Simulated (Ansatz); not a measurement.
**Pressure series in hypothetical fluorite MoS2**

Start from MoS2 in the fluorite structure (space group Fm-3m, No. 225; a = 5.853 Å; ferromagnetic; a hypothetical phase, not in the database extracts checked).

Cell and atoms are relaxed at each pressure.

Method: PBEsol, PAW, 420 eV (Ansatz, a first-principles code; no spin-orbit coupling).

```json
[
 {"variant": "base", "lattice parameter a": "5.853 Å", "largest site moment": "1.16 μB"},
 {"variant": "pressure −2 GPa", "lattice parameter a": "5.886 Å", "largest site moment": "___"},
 {"variant": "pressure −1 GPa", "lattice parameter a": "5.869 Å", "largest site moment": "1.20 μB"},
 {"variant": "pressure 0.3 GPa", "lattice parameter a": "___", "largest site moment": "1.15 μB"},
 {"variant": "pressure 0.7 GPa", "lattice parameter a": "5.841 Å", "largest site moment": "1.14 μB"},
 {"variant": "pressure 1.5 GPa", "lattice parameter a": "5.828 Å", "largest site moment": "1.11 μB"},
 {"variant": "pressure 3 GPa", "lattice parameter a": "5.805 Å", "largest site moment": "1.04 μB"},
 {"variant": "pressure 5 GPa", "lattice parameter a": "5.774 Å", "largest site moment": "0.95 μB"},
 {"variant": "pressure 7.5 GPa", "lattice parameter a": "5.738 Å", "largest site moment": "0.83 μB"},
 {"variant": "pressure 10 GPa", "lattice parameter a": "5.705 Å", "largest site moment": "0.69 μB"}
]
```

Question: Complete the table.

Answer: 
- pressure −2 GPa, largest site moment: 1.23 μB
- pressure 0.3 GPa, lattice parameter a: 5.848 Å

The magnetic state is the one reached from the starting moments; the real material's order can differ, and small cells can't hold many antiferromagnetic ones. Load acts through the strain it causes; cell and atoms are relaxed under it. Stability against distortions was not tested. Competing high-pressure phases were not computed.
